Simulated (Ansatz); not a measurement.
Input and output of a self-consistent single point for CuZn (Pm-3m, 2 atoms in the cell) (Ansatz, a first-principles code).

Level of theory: PBEsol, PAW files made with PBE (plane waves; Ansatz).

```yaml
crystal:
  lattice:
    - [2.99779, 0.00000, 0.00000]
    - [0.00000, 2.99779, 0.00000]
    - [0.00000, 0.00000, 2.99779]
  atoms:
    - { symbol: Zn, position: [0.50000, 0.50000, 0.50000] }
    - { symbol: Cu, position: [0.00000, 0.00000, 0.00000] }
```

Reference input (self-consistent single point, DFT, PBEsol, plane waves, PAW files made with PBE): basis.ecutwfc = 420 eV; kpoints.mp_grid.grid = 7 7 7; kpoints.mp_grid.shift = 0.5 0.5 0.5; hamiltonian.xc = pbesol; hamiltonian.pseudopotentials = {kind: paw} (an earlier, softer set of the program's PAW files); scf.occupations.method = cold; scf.occupations.width = 0.1 eV. This run's input differs from it in these lines:

Ansatz 0.2 input:
```diff
@@ -16,3 +16,3 @@
 scf:
-  occupations: { method: cold, width: 0.1 eV }
+  occupations: { method: cold, width: 0.2 eV }
 output:
```

Output (repeated stretches shortened):

```
SCF iter   1: F=—  HF=-9871.946857 eV  |F-HF|=—  |Δ(HF+E_count)|=         —  Δρ=3.03e-1  dr2=1.66e1  ethr=3.10e-3  ⟨swp⟩=5.0  Hψ=1890  notcnv=0
all-band conjugate gradients solve this SCF's bands
preconditioner: auto → none
SCF iter   2: F=—  HF=-9870.014189 eV  |F-HF|=—  |Δ(HF+E_count)|=    1.93e0  S|Δr|=    0.00e0  Δρ=8.39e-2  dr2=1.53e0  ethr=3.10e-3  ⟨swp⟩=2.5  Hψ=922  notcnv=0  defer=9
   [... lines left out ...]
SCF iter   7: F=—  HF=-9869.796411 eV  |F-HF|=—  |Δ(HF+E_count)|=   6.88e-5  S|Δr|=    0.00e0  Δρ=5.81e-4  dr2=6.58e-5  ethr=1.58e-6  ⟨swp⟩=1.1  Hψ=420  notcnv=0  defer=10
SCF iter   8: F=—  HF=-9869.796399 eV  |F-HF|=—  |Δ(HF+E_count)|=   1.14e-5  S|Δr|=    0.00e0  Δρ=1.35e-4  dr2=3.60e-6  ethr=2.12e-7  ⟨swp⟩=1.4  Hψ=422  notcnv=0  defer=10
SCF iter   9: F=-9869.796399 eV  HF=-9869.796399 eV  |F-HF|=5.39e-8  |Δ(HF+E_count)|=   4.74e-7  S|Δr|=    0.00e0  Δρ=1.79e-5  dr2=6.52e-8  ethr=3.23e-10  ⟨swp⟩=5.8  Hψ=1736  notcnv=0
SCF 1 converged in 9 iterations: F = -9869.796399 eV  dr2 = 6.52e-8
Stability not checked (fill_not_monotonic)
Free energy (F): -9869.796399 eV
Internal energy: -9869.799282 eV  (E = F + TS)
E sigma→0 (E₀):  -9869.797360 eV
Entropy (-TS):   0.002883 eV (1.441 meV/atom)
Fermi energy:    13.043216 eV
--- Forces (eV/Å), atoms counted from 1 ---
  atom   1  Zn     0.00000000     0.00000000     0.00000000
  atom   2  Cu    -0.00000000     0.00000000    -0.00000000
--- Stress (GPa, compression-positive) ---
       -9.842444       0.000000       0.000000
        0.000000      -9.842444       0.000000
        0.000000       0.000000      -9.842444
  P = ⅓ Tr σ = -9.8424 GPa (-98.424 kbar)
  The stress holds the Pulay correction. Without it, at fixed plane waves, as pw.x and ABINIT print it: P = -9.9561 GPa
```

The run converged in 9 iterations. Against the reference run the free energy hardly moves (within 1 meV/atom) and the pressure goes from -9.97 to -9.84 GPa.

The starting cell has typed, rounded lattice constants, without a prior relaxation at this level. Its lattice was rescaled by a random factor within 2.5 % of one. Spin polarisation is off. With a pressure of about -10 GPa the cell is away from its equilibrium volume at this level. Ansatz's pressure includes its estimate of the finite-basis (Pulay) stress.
